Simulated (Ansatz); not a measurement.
Results of r²SCAN+SOC (Ansatz, a first-principles code, plane waves, PAW) for BaWO4 (I4₁/a, No. 88; cell taken from a computed entry).

Settings: plane-wave cutoff 560 eV, 8×8×8 k mesh, Fermi–Dirac smearing 0.01 eV, PAW data made under PBE.

Cell (relaxed with PBEsol):

```cif
data_Ba4O16W4
_chemical_formula_sum 'Ba4 W4 O16'
_space_group_name_H-M_alt 'I41/a :1'
_space_group_IT_number 88
_space_group_name_Hall 'I 4bw -1bw'
_cell_length_a 5.60554
_cell_length_b 5.60554
_cell_length_c 12.55361
_cell_angle_alpha 90.000
_cell_angle_beta 90.000
_cell_angle_gamma 90.000
loop_
_space_group_symop_operation_xyz
  'x, y, z'
  '-y, x+1/2, z+1/4'
  '-x+1/2, -y+1/2, z+1/2'
  'y+1/2, -x, z+3/4'
  '-x, -y+1/2, -z+1/4'
  'y, -x, -z'
  'x+1/2, y, -z+3/4'
  '-y+1/2, x+1/2, -z+1/2'
  'x+1/2, y+1/2, z+1/2'
  '-y+1/2, x, z+3/4'
  '-x, -y, z'
  'y, -x+1/2, z+1/4'
  '-x+1/2, -y, -z+3/4'
  'y+1/2, -x+1/2, -z+1/2'
  'x, y+1/2, -z+1/4'
  '-y, x, -z'
loop_
_atom_site_label
_atom_site_type_symbol
_atom_site_symmetry_multiplicity
_atom_site_Wyckoff_symbol
_atom_site_fract_x
_atom_site_fract_y
_atom_site_fract_z
_atom_site_occupancy
Ba1 Ba 4 b 0.00000 0.00000 0.50000 1
W1 W 4 a 0.00000 0.00000 0.00000 1
O1 O 16 f 0.23119 0.37156 0.17050 1
```
(The calculation used a cell of 12 atoms; values per cell refer to that cell.)

Problem. Give the computed band gap and smallest direct gap on the k points sampled.

Solution. 
- band gap = 5.14 eV (indirect)
- smallest direct gap on the k points sampled = 5.19 eV

Note: cell and atoms aren't relaxed at this level (largest force component 0.25 eV/Å, pressure 0.5 GPa).

Computed values are for the static lattice.

It cost about 50 core-minutes (a rough figure) of CPU time.
